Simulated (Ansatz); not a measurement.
Consider ZnS in the zinc blende structure (space group F-43m, No. 216; a = 5.3891 Å). Axes: x, y, z lie along the cube axes.

The values are results of Kohn–Sham DFT with the r2SCAN functional, run in Ansatz (a quantum-chemistry and plane-wave program) with PAW and 500 eV plane waves, no spin-orbit coupling, not measurements.

Base values:

| Item | Result |
|---|---|
| Shortest interatomic distance | 2.334 Å |
| Band gap | 2.70 eV |
| Valence-band top at Γ | 0.00, 0.00, 0.00 eV |

Modification: the cell is compressed by 1.00 % along z with no lateral relaxation, atoms relaxed at fixed cell.

Problem. What happens to the energy relative to the base, shortest interatomic distance, band gap, valence-band top at Γ and stress?

Solution. The energy rises by 0.7 meV/atom; the shortest interatomic distance decreases by 0.008 Å, from 2.334 Å to 2.326 Å; the band gap goes up by 0.022 eV, from 2.70 eV to 2.73 eV; the valence-band top at Γ (three highest levels, from the VBM) goes from 0.00, 0.00, 0.00 eV to 0.00, -0.04, -0.04 eV; the stress (xx, yy, zz, yz, xz, xy; compression positive) amounts to (0.66, 0.66, 1.09, 0.00, 0.00, 0.00) GPa.

The cells carry an imposed strain or load. Stability against distortions was not tested.
